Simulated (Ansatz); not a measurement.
The reference is Cu$_{3}$Si (space group P6_3/mmc, No. 194; a = 5.114 Å, c = 4.080 Å; a cell from a computed database, its experimental status unchecked).

Computed with Ansatz (a quantum-chemistry and plane-wave program), PBEsol, PAW, cutoff 420 eV, no spin-orbit coupling.

Before the change:

```
Item       Result
--------  -------
Pressure  0.0 GPa
Band gap     zero
```

One thing is altered: the cell is scaled by 0.9620 in all directions; the atoms relax in the strained cell.

What does the calculation give for the energy relative to the base, pressure and band gap after the change?

The energy grows by 91 meV/atom; the pressure (mean of the normal stresses, compression positive) goes from zero to 25.8 GPa; the band gap is still zero.

Whether these cells are dynamically stable was not tested. All final runs are without spin polarisation.
